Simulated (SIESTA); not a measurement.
## SIESTA run on C₃N₄ (P-43m, 7 atoms in the cell): self-consistent single point

Computed with GGA PBEsol, numerical atomic orbitals DZP, PseudoDojo PBEsol standard norm-conserving potentials (rewritten from UPF to PSML) run with SIESTA.

Input:

```
# files in the folder: C.psml N.psml (PseudoDojo PBEsol standard)
SystemName  C3N4
SystemLabel c3n4

NumberOfAtoms                7
NumberOfSpecies              2
%block ChemicalSpeciesLabel
  1 6 C
  2 7 N
%endblock ChemicalSpeciesLabel
LatticeConstant              1.0 Ang
%block LatticeVectors
     3.456760000    0.000000000    0.000000000
     0.000000000    3.456760000    0.000000000
     0.000000000    0.000000000    3.456760000
%endblock LatticeVectors
AtomicCoordinatesFormat      ScaledCartesian
%block AtomicCoordinatesAndAtomicSpecies
     0.000000000    0.000000000    1.728380000  1
     1.728380000    0.000000000    0.000000000  1
     0.000000000    1.728380000    0.000000000  1
     0.849291364    0.849291364    2.607468636  2
     0.849291364    2.607468636    0.849291364  2
     2.607468636    2.607468636    2.607468636  2
     2.607468636    0.849291364    0.849291364  2
%endblock AtomicCoordinatesAndAtomicSpecies

XC.functional                GGA
XC.authors                   PBEsol
PAO.BasisSize                DZP
PAO.EnergyShift              0.01 Ry
MeshCutoff                   300 Ry
%block kgrid.MonkhorstPack
   10   0   0  0.0
    0  10   0  0.0
    0   0  10  0.0
%endblock kgrid.MonkhorstPack
OccupationFunction           FD
ElectronicTemperature        10 K

MaxSCFIterations             150
SCF.Mixer.Method             Broyden
SCF.Mixer.Weight             0.1
SCF.Mixer.History            6
SCF.DM.Tolerance             1.0E-05
Diag.ParallelOverK           true
WriteForces                  true
```

The program printed (abridged):

```
reinit: Reading from file input.fdf

reinit: System Name: C3N4
reinit: System Label: c3n4

coor:   Atomic-coordinates input format  =     Cartesian coordinates
coor:                                          (in units of alat)

siesta: Atomic coordinates (Bohr) and species
siesta:      0.00000   0.00000   3.26616  1        1
siesta:      3.26616   0.00000   0.00000  1        2
siesta:      0.00000   3.26616   0.00000  1        3
siesta:      1.60493   1.60493   4.92740  2        4
siesta:      1.60493   4.92740   1.60493  2        5
siesta:      4.92740   4.92740   4.92740  2        6
siesta:      4.92740   1.60493   1.60493  2        7

siesta: System type = bulk

initatomlists: Number of atoms, orbitals, and projectors:      7    91    56

siesta: ******************** Simulation parameters ****************************
redata: Spin configuration                          = none
redata: Time-Reversal Symmetry                      = T
redata: Number of Atomic Species                    =        2
redata: Mesh Cutoff                                 =   300.0000 Ry
redata: Net charge of the system                    =     0.0000 |e|
redata: Min. number of SCF Iter                     =        0
redata: Max. number of SCF Iter                     =      150
redata: SCF convergence failure will abort job
redata: SCF mix quantity                            = Hamiltonian
redata: Mix DM or H after convergence               =   F
redata: Recompute H after scf cycle                 =   F
redata: Mix DM in first SCF step                    =   T
redata: No kicks to SCF
redata: DM Mixing Weight for Kicks                  =     0.5000
redata: Require Harris convergence for SCF          =   F
redata: Harris energy tolerance for SCF             =     0.000100 eV
redata: Require DM convergence for SCF              =   T
redata: DM tolerance for SCF                        =     0.000010
   [... lines left out ...]
diag: Parallel distribution                         =     1 x     1
diag: Used triangular part                          = Lower
diag: Absolute tolerance                            =  0.100E-15
diag: Orthogonalization factor                      =  0.100E-05
diag: Memory factor                                 =  1.0000

superc: Internal auxiliary supercell:     5 x     5 x     5  =     125
superc: Number of atoms, orbitals, and projectors:    875  11375   7000

                        Single-point calculation

superc: Internal auxiliary supercell:     5 x     5 x     5  =     125
superc: Number of atoms, orbitals, and projectors:    875  11375   7000

outcell: Unit cell vectors (Ang):
        3.456760    0.000000    0.000000
        0.000000    3.456760    0.000000
        0.000000    0.000000    3.456760

outcell: Cell vector modules (Ang)   :    3.456760    3.456760    3.456760
outcell: Cell angles (23,13,12) (deg):     90.0000     90.0000     90.0000
outcell: Cell volume (Ang**3)        :     41.3055
new_DM -- step:     1
Initializing Density Matrix...

Attempting to read DM from file... Failed...
DM filled with atomic data:

InitMesh: MESH = 40 x 40 x 40 = 64000
InitMesh: Mesh cutoff (required, used) =   300.000   370.070 Ry

stepf: Fermi-Dirac step function
        iscf     Eharris(eV)        E_KS(eV)     FreeEng(eV)     dDmax    Ef(eV) dHmax(eV)
   scf:    1    -1582.211469    -1608.052656    -1608.052656  1.694562 -1.854269  2.673379
   scf:    2    -1610.064540    -1609.105700    -1609.105700  0.014258 -1.860713  2.027770
   scf:    3    -1610.888425    -1610.431418    -1610.431418  0.044265 -1.892074  0.340681
   scf:    4    -1610.478658    -1610.458546    -1610.458546  0.011686 -1.845790  0.138718
   scf:    5    -1610.467154    -1610.464365    -1610.464365  0.007159 -1.808809  0.124018
   scf:    6    -1610.467390    -1610.466529    -1610.466529  0.005163 -1.772644  0.017184
   scf:    7    -1610.466578    -1610.466556    -1610.466556  0.000135 -1.773285  0.013054
   scf:    8    -1610.466588    -1610.466574    -1610.466574  0.000401 -1.775749  0.003666
   scf:    9    -1610.466582    -1610.466579    -1610.466579  0.000322 -1.776719  0.000381
   scf:   10    -1610.466579    -1610.466579    -1610.466579  0.000048 -1.776788  0.000270
   scf:   11    -1610.466579    -1610.466579    -1610.466579  0.000010 -1.776791  0.000236
SCF Convergence by DM+H criterion
max |DM_out - DM_in|         :     0.0000096293
max |H_out - H_in|      (eV) :     0.0002360063
SCF cycle converged after 11 iterations

Using DM_out to compute the final energy and forces

siesta: E_KS(eV) =            -1610.4666

siesta: E_KS - E_eggbox =     -1610.4666

siesta: Atomic forces (eV/Ang):
     1   -0.000000    0.000000    0.000000
     2    0.000000   -0.000000    0.000000
     3    0.000000    0.000000    0.000000
     4    0.140702    0.140702   -0.140702
     5    0.140702   -0.140702    0.140702
     6   -0.140702   -0.140702   -0.140702
     7   -0.140702    0.140702    0.140702
   Tot    0.000000    0.000000    0.000000
   Max    0.140702
   Res    0.106361    sqrt( Sum f_i^2 / 3N )
   Max    0.140702    constrained

Stress tensor Voigt[x,y,z,yz,xz,xy] (kbar):       25.58       25.58       25.58        0.00       -0.00        0.00
(Free)E + p*V (eV/cell)    -1611.1261
Target enthalpy (eV/cell)    -1610.4666

siesta: Program's energy decomposition (eV):
siesta: Ebs     =      -457.428492
siesta: Eions   =      2644.343302
siesta: Ena     =       566.929816
siesta: Ekin    =      1112.582083
siesta: Enl     =      -130.482569
siesta: Eso     =         0.000000
siesta: Edftu   =         0.000000
siesta: DEna    =       -12.733396
siesta: DUscf   =         2.297590
siesta: DUext   =         0.000000
siesta: Ex      =      -459.144493
siesta: Ec      =       -45.572309
siesta: Exc     =      -504.716801
siesta: Eharris =     -1610.466579
siesta: Etot    =     -1610.466579
siesta: FreeEng =     -1610.466579

siesta: Atomic forces (eV/Ang):
siesta:      1   -0.000000    0.000000    0.000000
siesta:      2    0.000000   -0.000000    0.000000
siesta:      3    0.000000    0.000000    0.000000
siesta:      4    0.140702    0.140702   -0.140702
siesta:      5    0.140702   -0.140702    0.140702
siesta:      6   -0.140702   -0.140702   -0.140702
siesta:      7   -0.140702    0.140702    0.140702
siesta: ----------------------------------------
siesta:    Tot    0.000000    0.000000    0.000000

siesta: Stress tensor (static) (eV/Ang**3):
siesta:     0.015968    0.000000   -0.000000
siesta:     0.000000    0.015968   -0.000000
siesta:    -0.000000    0.000000    0.015968

siesta: Cell volume =         41.305481 Ang**3

siesta: Pressure (static):
siesta:                Solid            Molecule  Units
siesta:          -0.00017391         -0.00004345  Ry/Bohr**3
siesta:          -0.01596782         -0.00398978  eV/Ang**3
siesta:         -25.58327076         -6.39233773  kBar
```

The run converged in 11 iterations.

The starting cell comes from a database of computed structures (which also holds hypothetical and non-ambient phases and stackings), without a prior relaxation at this level. Values carry the incompleteness of an atom-centred basis.

Cost on one core of a shared machine: roughly 60 s.
